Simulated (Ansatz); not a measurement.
AlB2-type ZrB2, treated with PBE in Ansatz (plane waves, PAW).

Settings: plane-wave cutoff 520 eV, 18×18×12 k mesh (along the axes of the cell as run), Fermi–Dirac smearing 0.1 eV, perturbation theory, force constants from a 6×6×4 q mesh, scalar-relativistic PAW data made under PBE.

Computed at the level's own relaxed cell. Harmonic vibrational thermodynamics at fixed volume:

```tsv
T (K)	S_vib (J/K per mol of atoms)	C_V (J/K per mol of atoms)	F_vib (eV/atom)
100	1.68	4.11	0.0886
200	6.71	11.09	0.0844
400	17.37	19.21	0.0591
600	25.79	22.06	0.0140
800	32.32	23.24	-0.0465
900	35.08	23.58	-0.0815
1000	37.58	23.83	-0.1191
```

The crystal is taken as a harmonic solid at every temperature: melting, phase changes and thermal expansion are not seen, nor the electrons' share in a metal.

Ansatz is a quantum-chemistry and plane-wave program.
